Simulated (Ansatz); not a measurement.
## Effect of pressure 30 GPa on TiB2

Consider TiB₂ (space group P6/mmm, No. 191; a = 3.025 Å, c = 3.224 Å).

Modification: a hydrostatic pressure of 30 GPa.

The values are results of r2SCAN, PAW, 500 eV (Ansatz, a quantum-chemistry and plane-wave program; no SOC), earlier PAW set, not measurements. Settings: 18×18×14 k-points, 0.05 eV Fermi–Dirac smearing.

```json
[
 {"quantity": "density", "base": "4.52 g/cm³", "changed": "4.97 g/cm³", "shift": "+0.458 g/cm³"},
 {"quantity": "lattice parameter a", "base": "3.025 Å", "changed": "2.941 Å", "shift": "-0.084 Å"},
 {"quantity": "c/a ratio", "base": "1.066", "changed": "1.053", "shift": "-0.013"},
 {"quantity": "shortest interatomic distance", "base": "1.746 Å", "changed": "1.698 Å", "shift": "-0.048 Å"},
 {"quantity": "enthalpy H = E + PV relative to the base's energy", "base": "–", "changed": "+1.52 eV/atom", "shift": "–"},
 {"quantity": "band gap", "base": "zero", "changed": "zero", "shift": "–"}
]
```

Cost of the whole job for the changed cell (relaxation, final SCF and bands): about 30 core-seconds (a rough figure).

Load acts through the strain it causes; cell and atoms are relaxed under it. Whether these cells are dynamically stable was not tested. No other phases were tried under pressure. All final runs are without spin polarisation.
